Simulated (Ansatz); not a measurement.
# A computed series for SiC: response to strain

Base system: SiC (space group P6_3mc, No. 186; a = 3.078 Å, c = 10.076 Å). Axes: x lies along a and z along c of the hexagonal cell.

Strains are applied to the cell and any free atomic positions relax; under biaxial strain the out-of-plane vector relaxes too; under stress the whole cell relaxes.

All numbers come from r2SCAN (Ansatz, a first-principles code; PAW; 500 eV plane waves; no spin-orbit coupling).

Candidates:
(a) biaxial strain −0.90 %, plane normal [001], relaxed out of plane
(b) biaxial strain −1.66 %, plane normal [001], relaxed out of plane
(c) tensor shear ε_xz = +1.93 %
(d) uniaxial stress, 5 GPa compression along z
(e) strain tensor (xx, yy, zz, yz, xz, xy) = (+0.37, −0.58, +1.66, −0.30, −2.12, +1.21) %

For the base:

| Quantity | Value |
|---|---|
| Band gap | 2.60 eV |

### Question
Order them by band gap, highest first.

### Answer
(d) uniaxial stress, 5 GPa compression along z (2.62 eV), (a) biaxial strain −0.90 %, plane normal [001], relaxed out of plane (2.53 eV), (b) biaxial strain −1.66 %, plane normal [001], relaxed out of plane (2.47 eV), (c) tensor shear ε_xz = +1.93 % (2.41 eV), (e) strain tensor (xx, yy, zz, yz, xz, xy) = (+0.37, −0.58, +1.66, −0.30, −2.12, +1.21) % (2.24 eV)

Stability under load was not tested beyond the relaxation.
